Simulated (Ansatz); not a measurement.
## HgSe: response to strain

Base system: HgSe in the zinc blende structure (space group F-43m, No. 216).

```
HgSe
1.0
    0.00000     3.06639     3.06639
    3.06639     0.00000     3.06639
    3.06639     3.06639     0.00000
Hg Se
1 1
Direct
  0.00000   0.00000   0.00000
  0.25000   0.25000   0.25000
```

Strains are applied to the cell and any free atomic positions relax.

Computed with PBEsol in Ansatz (plane waves to 420 eV, PAW, no SOC).

Candidates:
(a) isotropic strain +3.00 %
(b) isotropic strain +2.00 %
(c) isotropic strain −1.50 %
(d) isotropic strain +2.50 %
(e) isotropic strain −2.50 %

Notes on the quantities. energy relative to the base: free energy F.

### Question
Order them by energy relative to the base, highest first.

### Answer
(a) isotropic strain +3.00 % (+33 meV/atom), (e) isotropic strain −2.50 % (+29 meV/atom), (d) isotropic strain +2.50 % (+24 meV/atom), (b) isotropic strain +2.00 % (+15 meV/atom), (c) isotropic strain −1.50 % (+10 meV/atom)

The mesh was chosen for an insulator and is coarse for the gapless case. No phonon test of stability was made. The final runs are not spin-polarised.

Ansatz is a first-principles code.
